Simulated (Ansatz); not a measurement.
Level of theory: PBE (plane waves to 420 eV, PAW; Ansatz, a quantum-chemistry and plane-wave program).

Host crystal: wurtzite ZnO, with a band gap (PBE, scalar-relativistic without spin-orbit coupling).

Planar average of the electrostatic potential across the slab, in eV from the Fermi level, for Al on the 1x1 (10-10) surface of wurtzite ZnO (cut with top plane O + Zn), one in a 2x1 cell, started at the site 'hollow O-O-Zn-Zn-Zn':

```
z (Å)  V (eV)
-----  ------
5.05     4.40
5.34     4.40
5.64     4.40
5.94     4.40
6.23     4.40
6.53     4.39
6.83     4.39
7.12     4.38
7.42     4.37
7.72     4.34
8.02     4.25
8.31     4.05
8.61     3.51
8.91     1.97
9.20    -2.27
9.50    -6.64
9.80    -9.64
10.09  -11.06
10.39  -10.32
10.69   -6.79
10.98   -2.07
11.28    1.12
11.58    0.86
11.88   -2.65
12.17   -6.43
12.47   -8.48
12.77   -9.16
13.06   -8.98
13.36   -7.83
13.66   -4.90
13.95   -0.96
14.25    0.65
14.55   -1.18
14.84   -5.17
15.14   -8.21
15.44   -9.40
15.73   -9.06
16.03   -8.23
16.33   -6.78
16.62   -3.63
16.92   -0.68
17.22   -0.60
17.52   -3.10
17.81   -6.80
18.11   -9.69
18.41  -10.17
18.70   -9.51
19.00   -8.68
19.30   -6.39
19.59   -2.95
19.89   -0.48
20.19    0.10
20.48    0.43
20.78    0.76
21.08    1.45
21.38    2.46
21.67    3.11
21.97    3.46
22.27    3.65
22.56    3.75
22.86    3.80
23.16    3.82
23.45    3.84
23.75    3.84
24.05    3.85
24.34    3.85
24.64    3.85
```

Model: 33-atom slab, 9.4 Å thick at the start under the adsorbate (thin: gaps and levels are the slab's own), 3x4x1 mesh, Fermi-Dirac 0.01 eV, dipole correction, 16 atoms held, the rest relaxed; symmetry of the start imposed; spin-polarised, ending with about 0.1 μB a cell, a value that depends on the mesh; orders that need a larger cell were not tried, no spin-orbit, no U, no dispersion correction. The slab shows no gap over 0.04 eV on its mesh. At the end it is bonded to 2 O + Zn. In PBE it is, or lies within 0.03 eV of, the lowest of the starts that converged.

The surface cell has an area of 34.72 Å². What dipole along the normal does the step between the two vacuum levels imply?

the top vacuum level lies 0.55 eV below the bottom one; p = −ε₀ A ΔV (ε₀ = 0.005526 e/(V·Å)) gives 0.11 e·Å a cell.
